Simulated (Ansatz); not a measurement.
**TiB2 (space group P6/mmm, No. 191)**

Space group P6/mmm (No. 191); a = b = 3.017 Å, c = 3.185 Å, α = β = 90.00°, γ = 120.00°

```json
[
 {"atom": "Ti", "site": "1a", "symmetry": "6/mmm", "x": "0.0000", "y": "0.0000", "z": "0.0000"},
 {"atom": "B", "site": "2d", "symmetry": "-6m2", "x": "0.3333", "y": "0.6667", "z": "0.5000"}
]
```

Computed with PBEsol/PAW in Ansatz (an electronic-structure program), no spin-orbit coupling. Settings: 13×13×10 k-points, 0.05 eV Fermi–Dirac smearing.

| Item | Result |
|---|---|
| Volume per atom | 8.37 Å³ |
| Density | 4.59 g/cm³ |
| Band gap | zero |
| Total energy | -927.541 eV/atom (σ→0; compares only within this code and set-up) |

No phonon test of stability was made. The final runs are not spin-polarised.
